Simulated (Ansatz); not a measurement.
Rock-salt LaS

Method: r²SCAN-D4 (Ansatz, a first-principles code, plane waves, PAW).

Numerical settings: plane-wave cutoff 500 eV, 12×12×12 k mesh, Fermi–Dirac smearing 0.05 eV, scalar-relativistic PAW data made under PBE.

Cell: relaxed at this level.

| Property | Result |
|---|---|
| equilibrium volume per atom | 25.29 Å³/atom |
| lattice parameter a | 5.871 Å |
| band gap | zero (no gap) |

Note: the relaxation could not lower the start's symmetry, so the cell can be a saddle point above a distorted one.

Spin–orbit coupling is not included.

Static lattice: no zero-point or thermal effects.

The result took about 10 core-seconds (a rough figure).
